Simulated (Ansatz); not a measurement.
System: rock-salt TbN. Method: rVV10 in Ansatz (plane waves, PAW).

Settings: plane-wave cutoff 520 eV, 20×20×20 k mesh, Fermi–Dirac smearing 0.05 eV, spin-polarised with parallel moments, scalar-relativistic PAW data made under PBE.

Energies at three volumes about the minimum:

| V (Å³/atom) | E − E_lowest (meV/atom) |
|---|---|
| 14.730 | 2.79 |
| 15.031 | 0.00 |
| 15.331 | 2.59 |

Question: Fit a parabola by hand: where is the minimum, and what is the bulk modulus?

Answer: Slopes: (0.00 − 2.79)/(15.031 − 14.730) = -9.269 and (2.59 − 0.00)/(15.331 − 15.031) = 8.633 meV/Å³. Curvature E″ = 2 × (8.633 − (-9.269))/(15.331 − 14.730) = 59.574 meV/Å⁶. From the middle of the first interval, the slope vanishes at V0 = 14.8805 − (-9.269)/59.574 = 15.036 Å³/atom. B = V0 E″ = 15.036 × 59.574 meV/Å³ × 0.1602 GPa per meV/Å³ = 144 GPa. The full Birch–Murnaghan fit to all volumes gives V0 = 15.031 Å³/atom and B0 = 143 GPa.

Measured, for comparison: equilibrium volume per atom 14.90 Å³/atom (temperature not stated, not corrected to a static lattice; as tabulated in Natali et al. (2013), arXiv:1208.2410). Computed (rounded) less measured: equilibrium volume per atom +0.9 %.

Note: the magnetic order was assumed, not searched for or taken from measurement; the 4f shell is treated without U or exact exchange, so its levels and filling can be wrong.

Ansatz is a quantum-chemistry and plane-wave program.
